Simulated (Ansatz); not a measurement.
**Electron-phonon data for NbN (P6_3/mmc)**

Given:

```yaml
crystal:
  lattice:
    - [2.95795, 0.00000, 0.00000]
    - [-1.47898, 2.56166, 0.00000]
    - [0.00000, 0.00000, 5.50964]
  atoms:
    - { symbol: Nb, position: [0.66667, 0.33333, 0.75000] }
    - { symbol: Nb, position: [0.33333, 0.66667, 0.25000] }
    - { symbol: N, position: [0.00000, 0.00000, 0.50000] }
    - { symbol: N, position: [0.00000, 0.00000, 0.00000] }
```

Calculation: PBEsol, DFPT electron-phonon coupling, linearised Boltzmann equation (plane waves, PAW, scalar-relativistic; Ansatz, a first-principles code). How the cell was made: relaxed with this functional, without spin-orbit coupling.

The resistivity at 300 K comes out as 15.8 (x), 15.8 (y), 12.7 (z) μΩ·cm. The resistivity at 77 K is 0.73 μΩ·cm and the electron mean free path at 300 K (weighted by the current that each state carries) is 16.5 (x), 16.5 (y), 13.7 (z) nm. The electron-phonon coupling λ is 0.184 and the transport coupling λ_tr comes out as 0.174 (x), 0.174 (y), 0.198 (z). The logarithmic mean phonon energy is 32 meV and the density of states at the Fermi level is 0.39 states/(eV·spin·cell). The drude plasma energy comes out as 3.2 (x), 3.2 (y), 3.9 (z) eV. The Tc for μ* = 0.10 (anisotropic Eliashberg) comes out as below 1 K. The Tc for μ* = 0.13 (anisotropic Eliashberg) is below 1 K.

A metal at this level (no band gap). Only scattering by harmonic phonons is included (no impurities, grain boundaries, electron-electron scattering or thermal expansion). Spin-orbit coupling is left out. Halving the electron mesh (32x32x16) moves the resistivity by up to 3 % at 300 K, the mean free path by up to 4 %, the coupling by up to 1 %. Smearing 0.20 eV; phonons on a 5x5x3 q mesh, which this run doesn't test and which matters most at low temperature. Tc comes from the anisotropic Migdal-Eliashberg equations with μ*, a chosen number, referred to 41 meV.
